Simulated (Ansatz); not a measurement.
A relaxation of cell and atoms of NaLiZnS₂ (P3m1, 5 atoms in the cell) with Ansatz (a first-principles code).

Computed with PBEsol, PAW files made with PBE (plane waves; Ansatz).

```xyz
5
Lattice="3.9821 0.0000 0.0000 -1.9910 3.4486 0.0000 0.0000 0.0000 6.8239" Properties=species:S:1:pos:R:3 pbc="T T T"
Na     0.0000     0.0000     0.1785
Li     0.0000     2.2990     2.4337
Zn     1.9910     1.1495     4.1737
S      0.0000     2.2990     5.0074
S      1.9910     1.1495     1.8543
```

Reference input (self-consistent single point, DFT, PBEsol, plane waves, PAW files made with PBE): basis.ecutwfc = 30.9 Ry; kpoints.mp_grid.grid = 10 10 5; hamiltonian.xc = pbesol; hamiltonian.pseudopotentials = {kind: paw} (the program's default PAW files); scf.occupations.method = fixed. This run's input differs from it in these lines:

```diff
@@ -20,2 +20,4 @@
   occupations: { method: fixed }
+relax:
+  cell: {}
 output:
```

Log, with long lists cut:

```
   [... SCF lines of the steps left out ...]
relax step   1: F+E_penalty+E_count = -6734.95669745 eV  Δ(F+E_penalty+E_count) = +0.000e0 eV  max|allowed force component| = 1.459e-1 eV/Å  Δτ_max = 0.0000 Å  P = -2.090 GPa  Ω = 93.708 Å³  (9 SCF iters, dr2 threshold 1.00e-7 eV, accepted)
relax step   2: F+E_penalty+E_count = -6734.98123550 eV  Δ(F+E_penalty+E_count) = -2.454e-2 eV  max|allowed force component| = 8.447e-2 eV/Å  Δτ_max = 0.0123 Å  P = -0.784 GPa  Ω = 90.894 Å³  energy of the carried Pulay correction = +5.991e-4 eV  (6 [...]
   [... lines left out ...]
relax step   4: F+E_penalty+E_count = -6734.98509544 eV  Δ(F+E_penalty+E_count) = -1.002e-4 eV  max|allowed force component| = 4.044e-3 eV/Å  Δτ_max = 0.0040 Å  P = +0.007 GPa  Ω = 89.584 Å³  energy of the carried Pulay correction = +8.845e-4 eV  (5 [...]
relax step   5: F+E_penalty+E_count = -6734.98421485 eV  Δ(F+E_penalty+E_count) = +8.806e-4 eV  max|allowed force component| = 4.078e-3 eV/Å  Δτ_max = 0.0000 Å  P = +0.006 GPa  Ω = 89.584 Å³  stress off target by 8.90e-3 GPa  SCF on the basis [...]
basis re-selected at this cell: Δ(F+E_penalty+E_count) = +8.806e-4 eV, ΔP = -0.000 GPa vs the last step
the relaxation is at rest under the 6 symmetry operations that the run kept from its start: a minimum is not shown …
Free energy (F): -6734.984215 eV
Internal energy: -6734.984215 eV  (E = F + TS)
E sigma→0 (E₀):  -6734.984215 eV
Fermi energy:    4.453182 eV
--- Forces (eV/Å), atoms counted from 1 ---
  atom   1  Na    -0.00000000    -0.00000000     0.00403252
  atom   2  Li     0.00000000     0.00000000    -0.00381418
   [... lines left out ...]
  cell:  # Å, volume = 89.5836 Å³
   [... lines left out ...]
    - { symbol: Li, position: [0.3333333333333333, 0.6666666666666667, 0.3579205544638506] }
    - { symbol: Zn, position: [0.6666666666666666, 0.33333333333333337, 0.6121155572566798] }
    - { symbol: S, position: [0.3333333333333333, 0.6666666666666667, 0.7342685682462228] }
    - { symbol: S, position: [0.6666666666666666, 0.33333333333333337, 0.27096472609577654] }
```

The run converged. 

Summary of the result:
```
Property                                                                                                              Result
------------------------------------------------  --------------------------------------------------------------------------
Free energy E − TS (on the zero of these files)                                                                -6734.9842 eV
Top of the valence band (on the code's own zero)                                                                     4.45 eV
Gap on the k-point mesh                                                                                              1.84 eV
Pressure                                                                                                            0.01 GPa
Largest force (vector length)                                                                                     0.004 eV/Å
Final cell                                        a = 3.918 Å, b = 3.918 Å, c = 6.738 Å, α = 90.00°, β = 90.00°, γ = 120.00°
Final volume per atom                                                                                               17.92 Å³
Relaxation steps                                                                                                           5
```

The starting cell comes from a database of computed structures (which also holds hypothetical and non-ambient phases and stackings), without a prior relaxation at this level. The relaxation keeps the symmetry of its start, so its end need not be a minimum. Ansatz's pressure includes its estimate of the finite-basis (Pulay) stress.

Cost on one core of a shared machine: roughly 50 s.

Keys are those of Ansatz 0.2.
